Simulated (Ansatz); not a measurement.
We consider CsPbCl3 (Amm2, No. 38, 10 atoms in the cell; start mp-1539667), described by HSE06 in Ansatz (PAW).

Numerical settings: plane-wave cutoff 460 eV, 4×4×4 k mesh, Fermi–Dirac smearing 0.01 eV, scalar-relativistic PAW data made under PBE.

Cell (relaxed with PBEsol):

Space group Amm2 (No. 38); a = 5.6890 Å, b = 11.0006 Å, c = 11.0127 Å, α = 90.00°, β = 90.00°, γ = 90.00°

| atom | site | symmetry | x | y | z |
|---|---|---|---|---|---|
| Cs | 2b | mm2 | 0.5000 | 0.5000 | 0.0140 |
| Cs | 2b | mm2 | 0.5000 | 0.5000 | 0.4832 |
| Pb | 4d | m.. | 0.0000 | 0.2470 | 0.2573 |
| Cl | 4d | m.. | 0.0000 | 0.1873 | 0.0066 |
| Cl | 4e | m.. | 0.5000 | 0.2545 | 0.2567 |
| Cl | 2a | mm2 | 0.0000 | 0.0000 | 0.7038 |
| Cl | 2a | mm2 | 0.0000 | 0.0000 | 0.3298 |
(The calculation used a cell of 10 atoms; values per cell refer to that cell.)

Task: What does this level give for the band gap and Γ–Γ gap?

Result: 
- band gap: 2.96 eV (on the SCF k mesh)
- Γ–Γ gap: 4.52 eV

Note: cell and atoms aren't relaxed at this level (largest force component 0.04 eV/Å, pressure 1.3 GPa).

Spin–orbit coupling is not included; with these elements it can move the gap by several tenths of an eV or more.

Computing time: roughly 12 core-minutes.

A start named mp-… is a Materials Project structure, which need not be a measured phase.

Ansatz is a program for electronic structure.
